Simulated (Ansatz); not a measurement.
## RbBi$_{2}$ in the cubic Laves (MgCu2 type) structure (space group Fd-3m, No. 227; a cell from a computed database, its experimental status unchecked)

```
RbBi2
1.0
    0.00000     4.75967     4.75967
    4.75967     0.00000     4.75967
    4.75967     4.75967     0.00000
Rb Bi
2 4
Direct
  0.00000   0.00000   0.00000
  0.25000   0.25000   0.25000
  0.12500   0.62500   0.62500
  0.62500   0.62500   0.12500
  0.62500   0.12500   0.62500
  0.62500   0.62500   0.62500
```

Calculations: PBEsol in Ansatz (plane waves to 420 eV, PAW, no spin-orbit coupling). k-mesh 9×9×9 (Γ-centred); smearing 0.05 eV (Fermi–Dirac).

| Property | Value |
|---|---|
| Volume per atom | 35.94 Å³ |
| Density | 7.75 g/cm³ |
| Band gap | zero |
| Total energy | -9233.994 eV/atom (σ→0; compares only within this code and set-up) |

Stability against distortions was not tested.

Ansatz is an electronic-structure program.
